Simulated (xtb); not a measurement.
xtb 6.7.1, GFN1-xTB: COc1ccc2c(c1)oc1cc(-c3ccc(SC)[se]3)ccc12, 36 atoms. The geometry is a generated start, not checked to be a minimum at this level.

| Item | Value |
|---|---|
| method | GFN1-xTB |
| --acc | 1 (default) |
| --etemp (K) | 300 (default) |
| detailed input (--input) | none: ANC optimiser, Lindh (1995) Hessian, microcycle=20, maxdispl=1.0, hlow=0.01 (default) |
| basis functions | 128 |
| valence electrons | 110 |

The structure is relaxed from this start with --opt LEVEL for the levels crude, sloppy, loose, lax, normal, tight, vtight, extreme, once each. Up to the end of the extreme run atoms move by at most 1.4 Å along an axis.

Question: Which level is enough to come within 1 meV of the tightest end point?

Answer: normal: 50 cycles against 68, ending 0.67 meV above.

```json
[
 {"level": "crude", "cycles": "9", "energy above the extreme run (meV)": "180", "gradient norm (eV/Å)": "0.39"},
 {"level": "sloppy", "cycles": "36", "energy above the extreme run (meV)": "11", "gradient norm (eV/Å)": "0.18"},
 {"level": "loose", "cycles": "36", "energy above the extreme run (meV)": "11", "gradient norm (eV/Å)": "0.18"},
 {"level": "lax", "cycles": "46", "energy above the extreme run (meV)": "2.4", "gradient norm (eV/Å)": "0.10"},
 {"level": "normal", "cycles": "50", "energy above the extreme run (meV)": "0.67", "gradient norm (eV/Å)": "0.040"},
 {"level": "tight", "cycles": "61", "energy above the extreme run (meV)": "0.049", "gradient norm (eV/Å)": "0.0078"},
 {"level": "vtight", "cycles": "68", "energy above the extreme run (meV)": "under 0.01", "gradient norm (eV/Å)": "0.0031"},
 {"level": "extreme", "cycles": "68", "energy above the extreme run (meV)": "—", "gradient norm (eV/Å)": "0.0031"}
]
```
